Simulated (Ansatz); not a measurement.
Band structure of KRb₂NiF₆ (Fm-3m, 10 atoms in the cell).

```
CELL_PARAMETERS angstrom
      0.00000     4.44882     4.44882
      4.44882     0.00000     4.44882
      4.44882     4.44882     0.00000
ATOMIC_POSITIONS crystal
  K  0.50000 0.50000 0.50000
  Rb 0.75000 0.75000 0.75000
  Rb 0.25000 0.25000 0.25000
  Ni 0.00000 0.00000 0.00000
  F  0.78409 0.21591 0.78409
  F  0.21591 0.78409 0.21591
  F  0.78409 0.21591 0.21591
  F  0.21591 0.78409 0.78409
  F  0.78409 0.78409 0.21591
  F  0.21591 0.21591 0.78409
```
Moments meant for the start (each program seeds them in its own way; μB, in the order of the atoms K Rb Rb Ni F F F F F F): 0.0 0.0 0.0 2.0 0.0 0.0 0.0 0.0 0.0 0.0.

Computed with LDA (PW92), default PAW files made with PBE (plane waves; Ansatz, a first-principles code).

Settings: basis.ecutwfc = 420 eV; kpoints.mp_grid.grid = 7 7 7; hamiltonian.xc = lda; hamiltonian.pseudopotentials = {kind: paw} (the program's default PAW files); magnetization.spin_polarized = true; scf.occupations.method = cold; scf.occupations.width = 0.1 eV; kpoints.band_path.npoints = 6.

The starting cell comes from a database of computed structures (which also holds hypothetical and non-ambient phases and stackings), without a prior relaxation at this level. With one magnetic atom in the cell only a parallel order is possible.

Levels in eV from the Fermi level, bands 41 to 48 of the first spin channel:
```csv
point,41,42,43,44,45,46,47,48
Γ,-1.15,-1.15,-1.15,-0.05,-0.05,4.10,6.83,6.83
X,-1.23,-1.07,-1.07,-0.16,-0.05,6.23,7.00,7.13
W,-1.15,-1.15,-1.08,-0.13,0.03,6.69,6.69,7.19
K,-1.18,-1.10,-1.09,-0.11,0.01,6.51,6.69,7.19
L,-1.16,-1.11,-1.11,0.06,0.06,6.11,6.22,7.87
U,-1.18,-1.10,-1.09,-0.11,0.01,6.51,6.69,7.19
```

Bands cross the Fermi level along this path, so the cell is metallic at this level.

The net moment of the cell came out as 1.00 μB.

Keys are those of Ansatz 0.2.
